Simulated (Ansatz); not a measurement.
## Effect of isotropic strain −5.31 % on TiN

Consider TiN in the rock salt structure (space group Fm-3m, No. 225; a = 4.247 Å; relaxed with 0.1 eV smearing).

Now apply this change: every lattice vector is shortened by 5.31 %; the atoms relax in the strained cell.

All numbers come from DFT with PBE, PAW potentials and a 420 eV plane-wave cutoff in Ansatz (a quantum-chemistry and plane-wave program), scalar-relativistic without spin-orbit coupling, earlier PAW set. k-mesh 23×23×23 (Γ-centred); smearing 0.1 eV (Fermi–Dirac).

```csv
quantity,base,changed,shift
volume per atom,9.58 Å³,8.13 Å³,-1.45 Å³
space group,Fm-3m (No. 225),Fm-3m (No. 225),–
shortest interatomic distance,2.124 Å,2.011 Å,-0.113 Å
energy relative to the base (free energy F),0 meV/atom,+0.250 eV/atom,+0.250 eV/atom
pressure,0.0 GPa,64.0 GPa,+64.0 GPa
band gap,zero,zero,–
```

No phonon test of stability was made. All final runs are without spin polarisation. An odd electron count without spin: TiN.
